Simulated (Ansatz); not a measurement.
Worked calculations on one periodic cell of amorphous Hf$_{18}$O$_{38}$Ge: Hf18O38Ge, 57 atoms, volume 774.8 Å³, made by a melt-quench on the CHGNet potential and relaxed with DFT. O atoms were pushed apart under 1.9 Å during the dynamics, to hinder bonds among them. It is a model cell: composition and starting density were chosen by hand, and all elements were melted together. Cycles of charging were run to anneal it. Calculation: PBE, scalar-relativistic without spin-orbit coupling (plane waves to 420 eV, PAW; Ansatz, a quantum-chemistry and plane-wave program). Sampling: a 2×2×2 Γ-centred mesh; Fermi-Dirac width 0.02 eV; no spin polarisation. Its volume was relaxed, its shape was held as a cube, and it stands at a mean pressure of 0.0 GPa with stress components up to 2.1 GPa; the relaxation ran on the zone centre alone. Its density went from a set 8.72 to 8.34 g/cm³. The cell is small and was quenched far faster than a real film, so it is one sample of the glass.

Problem. Count formal charges (Hf +4, O -2, Ge +4). What does the count lead one to expect at the Fermi level, and what does the calculation give?

Solution. 18 × (+4) + 38 × (-2) + 1 × (+4) = 0. The charges balance, so the anion-derived valence states can be full and a gap can open. On this mesh the highest filled and lowest empty level lie 3.27 eV apart, the PBE gap of this cell, with a localised state at one edge or both.

Four energies for an added electron at PBE on the zone centre alone (charged cells in a uniform background, spin-polarised): neutral at the neutral geometry -308927.933 eV; charged at the neutral geometry -308913.500 eV; charged and relaxed -308913.699 eV; neutral at the charged geometry -308927.447 eV.

Problem. Find the two relaxation energies and their sum, the reorganisation energy.

Solution. On charging: -308913.500 − (-308913.699) = 0.199 eV. On discharging: -308927.447 − (-308927.933) = 0.486 eV. The sum is 0.685 eV. The carrier's level spreads over 9 of the 57 atoms' worth, so it counts as partly localised, most on one Hf atom with neighbours O 2.07 Å, O 2.08 Å, O 2.10 Å, O 2.12 Å, O 2.13 Å, O 2.21 Å (neutral geometry). The values are uncorrected: the image energy of a point charge in this cell, 2.84 × 14.40 / (2 × 9.2) = 2.2 eV before screening, is screened by electrons alone at the fixed geometry and by ions too after relaxing, and the carrier can be spread before it relaxes, so each term can be off by up to that value times 1/ε∞, some tenths of an eV. PBE's self-interaction favours spread-out carriers, so a hybrid can localise more.

Four energies for a hole at PBE on the zone centre alone (charged cells in a uniform background, spin-polarised): neutral at the neutral geometry -308927.933 eV; charged at the neutral geometry -308938.893 eV; charged and relaxed -308939.326 eV; neutral at the charged geometry -308927.122 eV.

Problem. Find the two relaxation energies and their sum, the reorganisation energy.

Solution. On charging: -308938.893 − (-308939.326) = 0.433 eV. On discharging: -308927.122 − (-308927.933) = 0.811 eV. The sum is 1.244 eV. The carrier's level spreads over 3 of the 57 atoms' worth, so it counts as localised, most on one O atom with neighbours Hf 1.89 Å, Hf 2.06 Å (neutral geometry). The values are uncorrected: the image energy of a point charge in this cell, 2.84 × 14.40 / (2 × 9.2) = 2.2 eV before screening, is screened by electrons alone at the fixed geometry and by ions too after relaxing, and the carrier can be spread before it relaxes, so each term can be off by up to that value times 1/ε∞, some tenths of an eV. PBE's self-interaction favours spread-out carriers, so a hybrid can localise more.
